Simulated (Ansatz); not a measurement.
Consider Ti in the hcp (Mg type) structure (space group P6_3/mmc, No. 194; a = 2.864 Å, c = 4.537 Å; relaxed with 0.1 eV smearing). Axes: x lies along a and z along c of the hexagonal cell.

Computed with plane-wave PAW DFT at the LDA level (Ansatz, a first-principles code, 420 eV), scalar-relativistic without spin-orbit coupling.

Base values:

```
Property                        Result
-----------------------------  -------
Pressure                       0.0 GPa
Shortest interatomic distance  2.807 Å
Band gap                          zero
```

It is then changed as follows: the cell is compressed by 2.00 % along z with no lateral relaxation; the atoms relax in the strained cell.

Question: Predict the new pressure, energy relative to the base, shortest interatomic distance and band gap.

Answer: The pressure (mean of the normal stresses, compression positive) goes from zero to 2.7 GPa; the energy grows by 4.2 meV/atom; the shortest interatomic distance decreases by 0.0365 Å (2.807 Å → 2.771 Å); the band gap is still zero.

No phonon test of stability was made. All final runs are without spin polarisation.
